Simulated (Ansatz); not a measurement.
Input and output of a relaxation of cell and atoms for Li (Im-3m, 1 atom in the cell) (Ansatz, a first-principles code).

Method of the run: PBEsol, default PAW files made with PBE (plane waves; Ansatz).

The change in words: atoms on their sites; basis.ecutwfc: 420 eV → 630 eV; relax: default → cell and atoms. Reference geometry:
```xyz
1
Lattice="-1.7502 1.7502 1.7502 1.7502 -1.7502 1.7502 1.7502 1.7502 -1.7502" Properties=species:S:1:pos:R:3 pbc="T T T"
Li     0.0000     0.0000     0.0000
```

Reference input (self-consistent single point, DFT, PBEsol, plane waves, default PAW files made with PBE): basis.ecutwfc = 420 eV; kpoints.mp_grid.grid = 13 13 13; hamiltonian.xc = pbesol; hamiltonian.pseudopotentials = {kind: paw} (the program's default PAW files); scf.occupations.method = gaussian; scf.occupations.width = 0.1 eV. This run's input differs from it in these lines:

Ansatz 0.2 input:
```diff
@@ -9,3 +9,3 @@
 basis:
-  ecutwfc: 420.0 eV
+  ecutwfc: 630.0 eV
 kpoints:
@@ -17,2 +17,4 @@
   occupations: { method: gaussian, width: 0.1 eV }
+relax:
+  cell: {}
 output:
```

Output, abridged:

```
   [... SCF lines of the steps left out ...]
relax step   1: F+E_penalty+E_count = -202.99707888 eV  Δ(F+E_penalty+E_count) = +0.000e0 eV  max|allowed force component| = 0.000e0 eV/Å  Δτ_max = 0.0000 Å  P = -0.742 GPa  Ω = 21.446 Å³  (6 SCF iters, dr2 threshold 1.00e-7 eV, accepted)
relax step   2: F+E_penalty+E_count = -202.99907922 eV  Δ(F+E_penalty+E_count) = -2.000e-3 eV  max|allowed force component| = 0.000e0 eV/Å  Δτ_max = 0.0000 Å  P = -0.447 GPa  Ω = 20.912 Å³  energy of the carried Pulay correction = +8.550e-6 eV  (3 [...]
relax step   3: F+E_penalty+E_count = -203.00009975 eV  Δ(F+E_penalty+E_count) = -1.021e-3 eV  max|allowed force component| = 0.000e0 eV/Å  Δτ_max = 0.0000 Å  P = +0.035 GPa  Ω = 20.151 Å³  energy of the carried Pulay correction = +2.136e-5 eV  (3 [...]
relax step   4: F+E_penalty+E_count = -203.00007812 eV  Δ(F+E_penalty+E_count) = +2.164e-5 eV  max|allowed force component| = 0.000e0 eV/Å  Δτ_max = 0.0000 Å  P = +0.035 GPa  Ω = 20.151 Å³  stress off target by 3.49e-2 GPa  SCF on the basis [...]
basis re-selected at this cell: Δ(F+E_penalty+E_count) = +2.164e-5 eV, ΔP = -0.000 GPa vs the last step
Stability not checked: this state was not tested for a lower state beside it, because too few of the mixer's solves of this state at the end of the SCF gave a …
Free energy (F): -203.000078 eV
Internal energy: -202.997941 eV  (E = F + TS)
E sigma→0 (E₀):  -202.999009 eV
Entropy (-TS):   -0.002137 eV (-2.137 meV/atom)
Fermi energy:    1.097459 eV
--- Forces (eV/Å), atoms counted from 1 ---
  atom   1  Li     0.00000000     0.00000000    -0.00000000
--- Stress (GPa, compression-positive) ---
   [... lines left out ...]
to start a new deck from the relaxed geometry:
  cell:  # Å, volume = 20.1513 Å³
    - [-1.7142771632324665, 1.7142771632324665, 1.7142771632324665]
    - [1.7142771632324665, -1.7142771632324665, 1.7142771632324665]
    - [1.7142771632324665, 1.7142771632324665, -1.7142771632324665]
  atoms:
    - { symbol: Li, position: [0.0, 0.0, 0.0] }
```

The run converged. 

Summary of the result:
- Free energy E − TS (on the zero of these files): -203.0001 eV
- Fermi level (on the code's own zero): 1.10 eV
- Pressure: 0.03 GPa
- Final cell: a = b = c = 2.9692 Å, α = β = γ = 109.47°
- Final volume per atom: 20.15 Å³
- Relaxation steps: 4

The starting cell has typed, rounded lattice constants, without a prior relaxation at this level. Its lattice was rescaled by up to half a per cent. The relaxation keeps the symmetry of its start, so its end need not be a minimum. Ansatz's pressure includes its estimate of the finite-basis (Pulay) stress.
